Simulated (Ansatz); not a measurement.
## NaZnCl3 in the cubic perovskite structure (space group Pm-3m, No. 221; a hypothetical phase, not in the database extracts checked)

```yaml
crystal:
  lattice:
    - [4.91316, 0.00000, 0.00000]
    - [0.00000, 4.91316, 0.00000]
    - [0.00000, 0.00000, 4.91316]
  atoms:
    - { symbol: Na, position: [0.00000, 0.00000, 0.00000] }
    - { symbol: Zn, position: [0.50000, 0.50000, 0.50000] }
    - { symbol: Cl, position: [0.00000, 0.50000, 0.50000] }
    - { symbol: Cl, position: [0.50000, 0.50000, 0.00000] }
    - { symbol: Cl, position: [0.50000, 0.00000, 0.50000] }
```

Method: PBE (Ansatz, a first-principles code, PAW, no SOC). k-mesh 7×7×7 (Γ-centred); smearing 0.05 eV (Fermi–Dirac).

| Item | Value |
|---|---|
| Volume per atom | 23.72 Å³ |
| Density | 2.73 g/cm³ |
| Band gap | 1.58 eV, indirect, R → Γ |
| Electron mass | 0.23 mₑ |
| Lowest conduction-band minima above the VBM | Γ 1.58 eV |
| Total energy | -1610.027 eV/atom (σ→0; compares only within this code and set-up) |

Masses are band curvatures over ±0.01 Å⁻¹ around the edge. Whether these cells are dynamically stable was not tested. Many cubic perovskites are stable only at high temperature; tilts and polar distortions were not tested.
